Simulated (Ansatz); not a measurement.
# Report: zincblende ZnS (F-43m), biaxial stress in the (001) plane

Cell and atoms are relaxed with r2SCAN to each stress (compression positive); bands and masses by r2SCAN with spin-orbit coupling, rigid bands (plane waves, PAW; Ansatz, a program for electronic structure). Strains are changes of length against the unloaded cell.

```
CELL_PARAMETERS angstrom
      0.00000     2.69454     2.69454
      2.69454     0.00000     2.69454
      2.69454     2.69454     0.00000
ATOMIC_POSITIONS crystal
  Zn 0.00000 0.00000 0.00000
  S  0.25000 0.25000 0.25000
```

```csv
stress (GPa),strain [001] (%),strain [100] (%),gap (eV),mₑ* [001],mₑ* [100],mₕ* [001],mₕ* [100]
-2.00,-2.73,2.24,2.509,0.20,0.20,0.51,0.80
-1.00,-1.30,1.08,2.602,0.20,0.20,0.70,0.82
0,0,0,2.686,0.20,0.20,0.87,0.87
1.00,1.20,-1.01,2.697,0.21,0.21,0.86,0.74
2.00,2.31,-1.97,2.703,0.21,0.21,0.79,0.65
```

[001] is the normal of the loaded plane; [010] strains as [100]. Masses are conductivity masses at 300 K in electron masses.

Task: From the two loads next to zero, find the biaxial modulus and the ratio of out-of-plane to in-plane strain.

Result: Between -1.00 and 1.00 GPa the strain along [100] changes by -2.09 % and that along [001] by 2.50 %. The modulus is 2.00/0.0209 = 96 GPa and the ratio of the strains 1.20 (r2SCAN, atoms relaxed). For a cubic (001) plane the ratio is 2C₁₂/C₁₁ and the modulus C₁₁ + C₁₂ − 2C₁₂²/C₁₁, which gives C₁₁ ≈ 108 GPa and C₁₂ ≈ 65 GPa.

Task: How fast does the gap move on either side of zero load?

Result: Under tension, (2.602 − 2.686) eV over -1.00 GPa = 84 meV/GPa, or about -7.8 eV per unit strain; under compression, (2.703 − 2.686) eV over 2.00 GPa = 8 meV/GPa, or about -0.9 eV per unit strain. The two slopes part by 76 meV/GPa; gaps are resolved to about 0.01 eV, which allows 15 meV/GPa, so they differ.

Task: Take the carrier density and the relaxation time as fixed, so that ρ ∝ m*. What gauge factor (Δρ/ρ)/ε follows for current along [100] at the loads next to zero?

Result: holes at 1.00 GPa: (0.74/0.87 − 1)/-0.0101 ≈ 15. These are means over a finite load; the small-strain gauge factor differs, most where the load has already emptied the upper valleys or bands. Carriers and loads whose mass moves by under 12 % aren't resolved and aren't listed. The change of shape, which adds a term of order 1 to 2, and that of the scattering between valleys or bands are left out.

Masses are those of dilute carriers in rigid bands with one relaxation time, without polarons. Third decimals of gaps are kept for the arithmetic. Every relaxation keeps the zincblende phase (space group I-4m2 under this load), so a transition, a distortion that breaks the symmetry or fracture can't show.
